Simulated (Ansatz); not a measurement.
Consider TiO2 in the anatase structure (space group I4_1/amd, No. 141; a = 3.770 Å, c = 9.552 Å). Axes: x, y, z lie along a, b, c of the conventional cell.

Level of theory: Ansatz (a first-principles code), PBEsol, PAW, cutoff 420 eV, no SOC.

Base values:

The gap character comes out as indirect, Γ–X (87 % along) → Γ. The band gap is 2.11 eV.

Modification: biaxial strain −2.40 %, plane normal [001], relaxed out of plane (Cartesian); in-plane vectors clamped, the third vector and the atoms free.

Problem. What happens to the gap character?

Solution. The gap character becomes indirect, k = (0.417, 0.417, 0) in the run's primitive reciprocal basis → Γ (base: indirect, Γ–X (87 % along) → Γ).

Problem. How does this affect the band gap?

Solution. The band gap increases by 0.28 eV (2.11 eV → 2.39 eV).

Problem. Predict the new ratio −ε⊥/ε∥.

Solution. The ratio −ε⊥/ε∥ comes out as 1.68.

No phonon test of stability was made. All final runs are without spin polarisation.
